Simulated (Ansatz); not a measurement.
TiSi2: point defects

The reference is a 12-atom supercell of TiSi₂ (space group Cmcm, No. 63) at its relaxed geometry.

```xyz
12
Lattice="1.7730 -6.7825 0.0000 3.5459 0.0000 -3.5797 3.5459 0.0000 3.5797" Properties=species:S:1:pos:R:3 pbc="T T T"
Si     5.3189    -5.9800    -0.8949
Si     5.3189    -5.9800     2.6848
Si     3.5459    -0.8025     0.8949
Si     3.5459    -0.8025    -2.6848
Si     7.0919    -3.3950    -0.8949
Si     3.5459    -3.3950    -0.8949
Si     1.7730    -3.3875     0.8949
Si     5.3189    -3.3875     0.8949
Ti     5.3189    -1.3999    -0.8949
Ti     1.7730    -1.3999    -0.8949
Ti     3.5459    -5.3826     0.8949
Ti     7.0919    -5.3826     0.8949
```

One neutral defect a cell, atoms relaxed at fixed cell.

The values are results of PBE in Ansatz (plane waves to 420 eV, PAW, no SOC), earlier PAW set, not measurements.

| change | pressure | largest displacement of a host atom from its site in the perfect cell |
|---|---|---|
| perfect supercell | 0.0 GPa | – |
| Hf on a Ti site, symmetric start | 5.1 GPa | 0.07 Å |
| Ti vacancy, symmetric start | -2.4 GPa | 0.15 Å |
| Si on a Ti site (antisite) | 2.3 GPa | 1.39 Å |
| H interstitial (started 1.80 Å from the nearest host atom) | 1.9 GPa | 0.10 Å |
| Ti interstitial (started 1.72 Å from the nearest host atom) | 25.7 GPa | 0.52 Å |

The cell is small, so the values are those of an ordered compound at a high defect concentration; dilute-limit values will differ. Defects with a symmetric start kept the site's symmetry and may sit on a saddle; the others started slightly shaken. The final runs are not spin-polarised.

Ansatz is a quantum-chemistry and plane-wave program.
